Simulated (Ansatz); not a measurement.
The reference is K in the bcc (W type) structure (space group Im-3m, No. 229; a = 5.215 Å; relaxed with 0.1 eV smearing).

Calculations: PBEsol, PAW, 420 eV (Ansatz, an electronic-structure program; no spin-orbit coupling).

Strains are applied to the cell and any free atomic positions relax.

One change was made to it. Results:

The energy rises by 5.7 meV/atom; the pressure goes from zero to -0.3 GPa.

**Question.** Which of these changes matches the shifts?
(A) isotropic strain +1.50 %
(B) isotropic strain +3.00 %
(C) isotropic strain −1.00 %
(D) isotropic strain +2.00 %

**Answer.** B, isotropic strain +3.00 %. For comparison, the energy relative to the base in the other runs: isotropic strain −1.00 % gives +0.9 meV/atom; isotropic strain +2.00 % gives +2.5 meV/atom; isotropic strain +1.50 % gives +1.4 meV/atom.

No phonon test of stability was made.
